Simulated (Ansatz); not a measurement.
MgZn3O4 (model structure, P6₃mc, No. 186, 16 atoms in the cell) was calculated with HSE06 (Ansatz, a program for electronic structure, plane waves, PAW).

Numerical settings: plane-wave cutoff 460 eV, 3×3×4 k mesh (along the axes of the cell as run), Fermi–Dirac smearing 0.01 eV, scalar-relativistic PAW data made under PBE.

Cell (relaxed with PBEsol):

MgZn3O4 is modelled in the hexagonal space group P6₃mc (No. 186), Pearson symbol hP16. Lattice parameters: a = b = 6.4811 Å, c = 5.1908 Å, α = β = 90.00°, γ = 120.00°. Mg on 2b has 4 O at 1.967–1.981 Å (tetrahedral). O1 on 2b is surrounded by 3 Zn at 1.980 Å and 1 Mg at 1.981 Å (tetrahedral). Zn on 6c has 4 O at 1.966–1.980 Å (tetrahedral). O2 on 6c has 3 Zn at 1.966–1.979 Å and 1 Mg at 1.967 Å (tetrahedral). (Neighbours: up to the widest gap in distance over summed covalent radii, below 1.35, at either atom; cation-cation and far metal-metal contacts left out.)

Question: What does this level give for the band gap?

Answer: 
- band gap = 3.19 eV (on the SCF k mesh)

Note: the relaxation could raise the start's symmetry but not lower it, so the cell can be a saddle point; cell and atoms aren't relaxed at this level (largest force component 0.14 eV/Å, pressure 1.3 GPa).

A model structure was made by putting elements into a prototype or built by hand; it is no filed structure, need not be a known phase, and can be a saddle point held by its symmetry.
